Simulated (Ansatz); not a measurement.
# What O → S does to La2O3

The parent structure is La2O3 (space group P-3m1, No. 164; a = 3.9353 Å, c = 6.1263 Å).

It is then changed as follows: S takes the place of O on all its sites, then cell and atoms are relaxed.

Calculations: Ansatz (a quantum-chemistry and plane-wave program), r2SCAN, PAW, cutoff 500 eV, no spin-orbit coupling. k-mesh 8×8×5 (Γ-centred); smearing 0.05 eV (Fermi–Dirac), for the changed cell.

The volume per atom grows by 10.49 Å³ (16.43 Å³ → 26.92 Å³) and the density drops by 1.97 g/cm³ (6.58 g/cm³ → 4.61 g/cm³). The lattice parameter a increases by 0.717 Å, from 3.935 Å to 4.652 Å and the c/a ratio drops by 0.0133 to 1.543. The space group remains P-3m1 (No. 164) and the shortest interatomic distance increases by 0.438 Å (2.366 Å → 2.804 Å). The band gap decreases by 1.60 eV to 2.63 eV and the gap character becomes indirect, Γ → M (base: indirect, L → K). The valence-band top at Γ (three highest levels, from the VBM) amounts to 0.00, -0.64, -0.64 eV.

Final structure:

```
La2S3
1.0
    4.65241     0.00000     0.00000
   -2.32621     4.02911     0.00000
    0.00000     0.00000     7.18085
La S
2 3
Direct
  0.33333   0.66667   0.24043
  0.66667   0.33333   0.75957
  0.00000   0.00000   0.00000
  0.33333   0.66667   0.64733
  0.66667   0.33333   0.35267
```

Gaps are read on the SCF mesh and a high-symmetry path. No phonon test of stability was made. As relaxed here, La2S3 is a hypothetical phase, not in the database extracts checked.
